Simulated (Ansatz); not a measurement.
The parent structure is Si in the diamond structure (space group Fd-3m, No. 227; a = 5.444 Å).

Calculations: plane-wave PAW DFT at the r2SCAN level (Ansatz, a program for electronic structure, 500 eV), without spin-orbit coupling, earlier PAW set.

One change was made to it. Results:

| quantity | base | after |
|---|---|---|
| band gap | 0.78 eV | zero |
| shortest interatomic distance | 2.357 Å | 2.345 Å |

Q: What was done to the base?
A. Si → Ti
B. Si → Pb
C. Si → Ru

A: C, Si → Ru. For comparison, the shortest interatomic distance in the other runs: Si → Ti gives 2.401 Å; Si → Pb gives 3.011 Å.

Stability against distortions was not tested. As relaxed here, Ru and Ti are hypothetical phases, not in the database extracts checked. For Pb in this form, whether it has been made was not checked. The final runs are not spin-polarised. Ti has a high density of states at the Fermi level and may be magnetic at this level. This is not the structure that Pb has at room temperature and ambient pressure.
